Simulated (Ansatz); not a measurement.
Consider La (space group P6_3/mmc, No. 194; a = 3.661 Å, c = 11.718 Å).

Method: Kohn–Sham DFT with the PBEsol functional, run in Ansatz (a program for electronic structure) with PAW and 420 eV plane waves, no spin-orbit coupling, earlier PAW set.

One change was made to it. Results:

```csv
quantity,base,after
volume per atom,34.01 Å³,18.47 Å³
c/a ratio,3.201,3.266
```

Question: Which change produced these results?
(A) pressure 50 GPa
(B) pressure 3 GPa
(C) pressure 7 GPa
(D) pressure −2 GPa
(E) pressure 100 GPa

Answer: A, pressure 50 GPa. For comparison, the volume per atom in the other runs: pressure −2 GPa gives 36.93 Å³; pressure 7 GPa gives 27.93 Å³; pressure 3 GPa gives 30.82 Å³; pressure 100 GPa gives 15.87 Å³.

Load acts through the strain it causes; cell and atoms are relaxed under it. Whether these cells are dynamically stable was not tested. No other phases were tried under pressure.
